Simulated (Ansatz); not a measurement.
We look at the formation energy of BeTe (zinc blende, F-43m) from the elements. Reaction: Te (P3₁21) + Be (hcp) → BeTe (zinc blende). The sign is products less reactants. The value is per atom of the solid.

BeTe (zinc blende, F-43m), 2 atoms in the cell, k-point mesh 10×10×10 on the run's own vectors.
```xyz
2
Lattice="0.0000 2.7906 2.7906 2.7906 0.0000 2.7906 2.7906 2.7906 0.0000" Properties=species:S:1:pos:R:3 pbc="T T T"
Be     0.0000     0.0000     0.0000
Te     1.3953     1.3953     1.3953
```

Te (P3₁21), 3 atoms in the cell, k-point mesh 12×12×6 on the run's own vectors. Conventional cell: a = b = 4.317 Å, c = 5.967 Å, α = β = 90.00°, γ = 120.00°.

Be (hcp, P6₃/mmc), 2 atoms in the cell, k-point mesh 30×30×16 on the run's own vectors. Conventional cell: a = 2.216 Å, b = 2.216 Å, c = 3.496 Å, α = 90.00°, β = 90.00°, γ = 120.00°.

Plane-wave PAW calculations with Ansatz (an electronic-structure program), its PAW set soft_1, cutoff 420 eV, 500 eV for r2SCAN. The structures are at rest with PBE+D3(BJ); other levels are single points on them. HSE06 runs on coarser k-point meshes, mended by the PBE difference between the two meshes. Some cells are metallic or hold partly filled levels, where a hybrid on a coarse mesh is less sure. Neutral cells; Fermi-Dirac smearing of at most 0.10 eV in the solids, energies taken to zero width. The lattices are those relaxed with PBE+D3(BJ), so at other levels the solids can be strained, which adds to the spread. A dispersion term (D3(BJ), or D4 for r2SCAN) was computed beside these levels and is taken off wherever the name lacks it. Space groups of crystals are read within 0.01 Å. Static lattices, no vibrational contributions. The runs are scalar-relativistic, without spin-orbit coupling.

Problem. Estimate the value that PBE+D3(BJ) returns for this input.

Solution. -0.30 eV/atom, for Te (P3₁21) + Be (hcp) → BeTe (zinc blende).

Problem. How does the value move with the functional?

Solution. 
| Level | value (eV/atom) | less PBE+D3(BJ) |
|---|---|---|
| PBE | -0.37 | -0.07 |
| r2SCAN+D4 | -0.49 | -0.19 |
| HSE06 | -0.52 | -0.22 |

The levels shown span 0.22 eV/atom, from HSE06 (-0.52) to PBE+D3(BJ) (-0.30).
